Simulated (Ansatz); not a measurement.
The starting structures come from a database of crystals and need not be the phases stable at ambient conditions.

 Where the default PAW files enter, the runs use the earlier of Ansatz's two default sets.

Input:

```yaml
crystal:
  lattice:
    - [2.87725, 0.00000, 0.00000]
    - [0.00000, 2.87725, 0.00000]
    - [1.43862, -1.43862, 2.03452]
  atoms:
    - { symbol: Al, position: [0.50000, 0.50000, 0.00000] }
    - { symbol: N, position: [0.00000, 0.00000, 0.00000] }
```

Space group of this cell: Fm-3m, rock salt. The cell is taken as given; by r2SCAN its mean pressure is -6.3 GPa.

Level of theory: r2SCAN (plane waves, PAW; Ansatz, an electronic-structure program).

The current runs along the normal of the first two printed vectors; no spin-orbit coupling. Scaled by the factor s: all lengths (ions clamped). The meshes follow the cell: 16×16×16 and 10×10 across at s = 0.98, 14×14×14 and 10×10 across at s = 1.00, 14×14×14 and 10×10 across at s = 1.02.

| s | mean pressure (GPa) | band gap (eV) |
|---|---|---|
| 0.98 | 10.9 | 5.90 |
| 1.00 | -6.3 | 5.28 |
| 1.02 | -19.6 | ? |

Task: Take the slope of the band gap against ln s from the two given rows, extrapolate to s = 1.02, and say what the run there gives.

Result: Slope = (5.90 − 5.28) / ln 0.98 = -30.7 eV. The line gives 5.28 + (-30.7) × ln 1.02 = 4.67 eV. The run gives 4.71 eV, 0.04 eV over the line, 6 % of the predicted step.
